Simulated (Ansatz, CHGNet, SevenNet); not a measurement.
# L1₀ (CuAu-type) TiAl: properties by level of theory

Reference values: lattice constant a 2.826 Å (measured, temperature not stated, no zero-point or thermal correction, P4/mmm two-atom cell, a_fct/√2; as tabulated in Zope and Mishin (2003), arXiv:cond-mat/0306298); lattice parameter c 4.077 Å (measured, temperature not stated, not corrected to a static lattice; as tabulated in Zope and Mishin (2003), arXiv:cond-mat/0306298); formation enthalpy -0.38 eV/atom (measured, temperature not stated, not corrected to a static lattice; as tabulated in Zope and Mishin (2003), arXiv:cond-mat/0306298).

```csv
level (code),lattice parameter a (Å),lattice parameter c (Å),enthalpy of formation (eV/atom)
CHGNet-r²SCAN (CHGNet),2.733,4.309,-0.508
SevenNet-0 (SevenNet),2.829,4.054,-0.463
SevenNet-l3i5 (SevenNet),2.824,4.068,-0.448
PBE (Ansatz),2.823,4.074,-0.406
PBE-D4 (Ansatz),2.803,4.037,-0.415
r²SCAN (Ansatz),2.812,4.062,-0.453
```

Differences from the reference values (errors of the level alone only where the reference is corrected to a static lattice):

```
level          lattice constant a (%)  lattice parameter c (%)  formation enthalpy (eV/atom)
-------------  ----------------------  -----------------------  ----------------------------
CHGNet-r²SCAN                   -3.29                    +5.69                        -0.128
SevenNet-0                      +0.11                    -0.56                        -0.083
SevenNet-l3i5                   -0.07                    -0.22                        -0.068
PBE                             -0.11                    -0.07                        -0.026
PBE-D4                          -0.81                    -0.98                        -0.035
r²SCAN                          -0.50                    -0.37                        -0.073
```

Nearest: lattice constant a, not ranked (reference at room or unstated temperature); lattice parameter c, not ranked (reference at room or unstated temperature); formation enthalpy, not ranked (one source).

Machine-learned potentials (CHGNet-r²SCAN, SevenNet-0, SevenNet-l3i5) are trained on DFT data, which may include these solids.

Ansatz's density-functional and Hartree–Fock values are scalar-relativistic unless marked +SOC, with PAW data made under PBE.

Differences are worked out from the printed values.

The computed numbers hold no vibrational or temperature effects.

Ansatz is an electronic-structure program.
